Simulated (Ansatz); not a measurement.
Cells marked so need not be the phases stable at ambient conditions, and some may be hypothetical.

 Where the default PAW files enter, the runs use the earlier of Ansatz's two default sets.

By PBEsol, each system below comes out a metal.

G/A = (e²/h) × open channels of both spins per area, as a mean over 0.1 eV about the Fermi level, without spin-orbit coupling, for the cells as given.

A. Ta2N (P-3m1, anti-CdI2 type, not sure to be the ambient phase, 3 atoms a cell, 13.6 Å³ an atom, -9 GPa at this level), current normal to (110)
B. Ta5Si3 (I4/mcm, not sure to be the ambient phase, 16 atoms a cell, 15.8 Å³ an atom, -3 GPa at this level), current normal to (101)
C. Sn (I4/mmm, not sure to be the ambient phase, 1 atom a cell, 27.4 Å³ an atom, -2 GPa at this level), current normal to (100)

Question: Order them by ballistic conductance per area (highest first) at the level Ansatz (an electronic-structure program) with PBEsol.

Answer: C (1.2 × 10¹⁵ S/m²), A (0.69 × 10¹⁵ S/m²), B (0.43 × 10¹⁵ S/m²)
